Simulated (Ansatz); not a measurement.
Structures of equal composition on the (110) surface of germanium: Ga on one of 2 atoms of the third shell, H on every dangling bond; Ga on one of 2 atoms under the surface, H on every dangling bond. The slabs share one bottom face, and each structure is named by its start. These are constructed structures in small cells; real faces may alloy, dewet or reconstruct in larger ones, and not all known structures of the face are among them. Slabs of about 16 Å with all that they carry, Fermi-Dirac smearing of 0.025 eV. Bottom of the slabs: built like the top, H on every dangling bond, free. Relaxed from the named starts with such symmetry as they have, on meshes of like density; energies extrapolated to zero smearing; no spin-orbit coupling, no U. Spin-polarised runs, if any, are marked in brackets, and their order is one that fits the cell; the others ran without spin. Where a second, spin-polarised start was run, the lower counts.

Level of theory: PBE (plane waves to 420 eV, PAW; Ansatz, a program for electronic structure).

Task: Rank these by energy per 1x1 cell (lowest first), as PBE gives it.

Result: Ga on one of 2 atoms of the third shell, H on every dangling bond (0.000 eV [spin start, no net moment], no gap over 0.04 eV on the mesh), Ga on one of 2 atoms under the surface, H on every dangling bond (0.052 eV [spin start, no net moment], no gap over 0.04 eV on the mesh)
